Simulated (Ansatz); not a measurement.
**V₂O₅ (C2/c, No. 15, 14 atoms in the cell; start mp-542844): volume per atom by level of theory**

No measured value is used here.

```
level (code)           value (Å³/atom)
---------------------  ---------------
LDA (Ansatz)                      9.76
PBEsol (Ansatz)                  10.12
r²SCAN (Ansatz)                  10.20
r²SCAN-D4 (Ansatz)               10.10
r²SCAN+rVV10 (Ansatz)            10.06
```

LDA, PBEsol, r²SCAN, r²SCAN-D4, r²SCAN+rVV10: the relaxation could not lower the start's symmetry, so the cell can be a saddle point above a distorted one. Ansatz's density-functional and Hartree–Fock values are scalar-relativistic unless marked +SOC, with PAW data made under PBE.

A start named mp-… is a Materials Project structure, which need not be a measured phase.

Ansatz is a first-principles code.
